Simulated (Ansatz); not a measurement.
Base system: Se (space group P3_121, No. 152; a = 4.0394 Å, c = 5.1207 Å; made of chains). Axes: x lies along a and z along c of the hexagonal cell.

The values are results of Ansatz (a program for electronic structure), PBEsol, PAW, cutoff 420 eV, scalar-relativistic without spin-orbit coupling, not measurements.

One thing is altered: tensor shear ε_xy = −3.02 % (engineering shear γ = -0.0604), atoms relaxed at fixed cell.

### Question
Predict the stress tensor and what it implies for the stiffness.

### Answer
Stress of the strained cell less that of the base (GPa, compression positive):
```
   0.20    0.78   -0.74
   0.78    0.17   -0.11
  -0.74   -0.11    0.13
```

Then −Δσ/γ with γ = 2ε = -0.0604 gives secant stiffness values (nonlinear terms included at this strain): C66 ≈ 13 GPa.

Whether these cells are dynamically stable was not tested. No dispersion term is included in the PBEsol runs.
